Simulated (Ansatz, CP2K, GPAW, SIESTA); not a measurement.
# HfO2 (P4_2/nmc, 6 atoms in the cell) computed with different codes at matched settings

Band-structure calculation.

```
HfO2
1.0
    3.53347     0.00000     0.00000
    0.00000     3.53347     0.00000
    0.00000     0.00000     5.13617
Hf O
2 4
Direct
  0.50000   0.50000   0.50000
  0.00000   0.00000   0.00000
  0.00000   0.50000   0.69721
  0.00000   0.50000   0.19721
  0.50000   0.00000   0.80279
  0.50000   0.00000   0.30279
```

Shared settings, as Ansatz (a program for electronic structure) writes them: kpoints.mp_grid.grid = 8 8 5; scf.occupations.method = fermi_dirac; scf.occupations.width = 0.01 eV. Potentials and cutoffs stand in the table.

```json
[
 {"code": "Ansatz", "model": "PBE, default PAW files", "gap along the path (eV)": "4.85", "smallest direct gap (eV)": "4.92", "cutoff": "420 eV"},
 {"code": "GPAW", "model": "PBE, GPAW PAW datasets PBE (gpaw-data 1.0.1)", "gap along the path (eV)": "4.82", "smallest direct gap (eV)": "4.90", "cutoff": "900 eV"},
 {"code": "CP2K", "model": "PBE, GPW, DZVP-MOLOPT-SR-GTH basis, GTH-PBE potentials (GTH_POTENTIALS)", "gap along the path (eV)": "4.85", "smallest direct gap (eV)": "4.93", "cutoff": "grid 500 Ry"},
 {"code": "SIESTA", "model": "GGA PBE, numerical atomic orbitals TZP, PseudoDojo PBE standard norm-conserving potentials (rewritten from UPF to PSML)", "gap along the path (eV)": "4.66", "smallest direct gap (eV)": "4.73", "cutoff": "grid 350 Ry"}
]
```

On Ansatz's run: spin-orbit coupling is off.

The spread over the programs that give each value: gap along the path within 0.19 eV; smallest direct gap within 0.20 eV.

CP2K and SIESTA use small atom-centred bases, whose incompleteness enters pressures, forces and empty levels differently from a plane-wave cutoff.

In the gap along the path, SIESTA stands apart from the plane-wave programs.

The starting cell comes from a database of computed structures (which also holds hypothetical and non-ambient phases and stackings), without a prior relaxation at this level. Its lattice was rescaled by a random factor within 2.5 % of one.

Left out of this page: Quantum ESPRESSO and FLEUR (not drawn, or without a comparable value).

Keys are those of Ansatz 0.2.
